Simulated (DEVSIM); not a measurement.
Device: illuminated GaAs p-on-n cell, one wavelength, at 400 K.

Layer 1 from the left is GaAs, thickness (μm) 0.670, Na (cm⁻³) 1.2e18, τn (s) 2.3e-9, τp (s) 4.1e-10, absorption coefficient (cm⁻¹) 50000. Layer 2 from the left is GaAs, thickness (μm) 0.720, Nd (cm⁻³) 2.5e15, τn (s) 1.2e-8, τp (s) 1.2e-8, absorption coefficient (cm⁻¹) 50000.

Left contact: ohmic, minority electron recombination velocity 10000 cm/s. Right contact: ohmic, minority hole recombination velocity 400 cm/s. Voltage is applied to the left contact. Recombination: SRH at mid-gap, radiative, Auger. Light enters at the left, 2.5e17 photons cm⁻² s⁻¹, one pass, no reflection. Mobility is constant in doping.

The device is made up for the run: typed textbook-type constants, with dimensions and the other settings drawn at random. Values at 300 K; Nc and Nv go as T^1.5, mobilities as T to minus their exponent, the gap by Varshni's rule with the affinity fixed.

GaAs: gap (eV) 1.424, affinity (eV) 4.07, permittivity 12.9, Nc (cm⁻³) 4.7e17, Nv (cm⁻³) 9e18, μn (cm²/Vs) 8500, μp (cm²/Vs) 400, T exponent of μn 2.1, T exponent of μp 2.2, B (cm³/s) 2e-10, Cn (cm⁶/s) 1e-30, Cp (cm⁶/s) 1e-30, Varshni α (eV/K) 0.000541, Varshni β (K) 204.

DEVSIM, 1D drift-diffusion, Boltzmann statistics, complete ionisation; no tunnelling, impact ionisation, image-force lowering or self-heating.

Dark forward current:

```csv
|V| (V),|J| (A/cm²)
0.05,3.562e-7
0.10,1.064e-6
0.15,2.556e-6
0.20,5.768e-6
0.25,1.274e-5
0.30,2.799e-5
0.35,6.156e-5
0.40,0.0001362
0.45,0.0003046
0.50,0.0006922
0.55,0.001610
0.60,0.003877
0.65,0.009784
0.70,0.02621
0.75,0.07479
0.80,0.2213
0.85,0.6318
0.90,1.655
0.95,4.284
1.00,12.05
1.05,37.94
1.10,130.6
1.15,468.5
1.20,1643
1.25,5281
```

Work out the local ideality factor n = ΔV / (kT/q · ln(J2/J1)) between the rows 0.15 and 0.20 V, 1.10 and 1.15 V, 1.20 and 1.25 V.

kT/q = 34.47 mV. From 0.15 to 0.20 V: ln(5.768e-6/2.556e-6) = 0.814, n = 1.78. From 1.10 to 1.15 V: ln(468.5/130.6) = 1.277, n = 1.14. From 1.20 to 1.25 V: ln(5281/1643) = 1.168, n = 1.24.

What current could the absorbed light give at most, and what share is collected?

Σ αd = 6.95, so qΦ(1 − exp(−Σ αd)) = 40.0 mA/cm². The simulated short-circuit current is 39.49 mA/cm², a share of 0.99.

Estimate the open-circuit voltage by superposition: the voltage at which the dark current equals that short-circuit current.

Interpolating ln J in the table gives 0.720 V. The simulation gives 0.720 V, the same within the digits that matter. Superposition holds where collection doesn't change with voltage.

Estimate the fill factor from FF0 = (v − ln(v + 0.72))/(v + 1), v = qVoc/(nkT), with n from the dark curve.

The rows about Voc, 0.70 and 0.75 V, give n = 1.38, so v = 15.1 and FF0 = 0.766. The simulation gives 0.753; the estimate lies 1.8 % above.
